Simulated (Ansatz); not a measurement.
Consider a periodic stack without vacuum, fcc Cu (1 1 1) on zinc-blende BN (1 1 1) (film strained to the substrate, started from cuts of the bulks and a machine-learned relaxation; slabs B7N7 and Cu5, which can lie off the formulas): substrate slab B7N7, film Cu5, surface cells [[0, -1], [1, -1]] and [[0, -1], [1, -1]], film strained by -0.1 and -0.1 %, outermost planes N/B and Cu/Cu as cut, which need not be the usual terminations and can put a slab off its formula. Its start:

```yaml
crystal:
  lattice:
    - [2.56315, 0.00000, -0.01380]
    - [1.28157, 2.21975, -0.00006]
    - [-0.89435, 0.63899, 25.28194]
  atoms:
    - { symbol: B, position: [0.54394, 0.73366, 0.08424] }
    - { symbol: B, position: [0.92772, 0.03678, 0.16726] }
    - { symbol: B, position: [0.30302, 0.34238, 0.25009] }
    - { symbol: B, position: [0.68004, 0.64960, 0.33306] }
    - { symbol: B, position: [0.06078, 0.95669, 0.41595] }
    - { symbol: B, position: [0.43909, 0.26459, 0.49883] }
    - { symbol: B, position: [0.80345, 0.58889, 0.57815] }
    - { symbol: N, position: [0.49067, 0.75937, 0.02556] }
    - { symbol: N, position: [0.89241, 0.05825, 0.10770] }
    - { symbol: N, position: [0.27328, 0.36225, 0.18962] }
    - { symbol: N, position: [0.64800, 0.66872, 0.27203] }
    - { symbol: N, position: [0.02545, 0.97606, 0.35473] }
    - { symbol: N, position: [0.40626, 0.28326, 0.43789] }
    - { symbol: N, position: [0.78389, 0.59159, 0.51975] }
    - { symbol: Cu, position: [0.47400, 0.29274, 0.63856] }
    - { symbol: Cu, position: [0.82544, 0.62817, 0.72344] }
    - { symbol: Cu, position: [0.20864, 0.94182, 0.80579] }
    - { symbol: Cu, position: [0.62659, 0.22576, 0.88859] }
    - { symbol: Cu, position: [0.09896, 0.45595, 0.97338] }
```

The start was prepared with a machine-learned potential, and the result is one local minimum, with the in-plane cell held and forces under 0.04 eV/Å; the film can end far from its bulk form.

The numbers are results of PBE (plane waves to 420 eV, PAW; Ansatz, an electronic-structure program), not measurements. No spin–orbit coupling; the runs are not spin-polarised; PBE gaps are too small against experiment. Its k-point mesh 14×14×1, Fermi–Dirac width 0.05 eV.

### Question
Predict the relaxed interface.

### Answer
| Item | Result |
|---|---|
| interface area | 5.7 Å² |
| period | 25.20 Å |
| heights between the nearest atoms of the two slabs at the two interfaces | 1.44 and 1.24 Å |
| B–Cu contacts across the interfaces within 1.22 times the sum of covalent radii | 3, mean 2.06 Å |
| Cu–N contacts across the interfaces within 1.22 times the sum of covalent radii | 3, mean 1.93 Å |
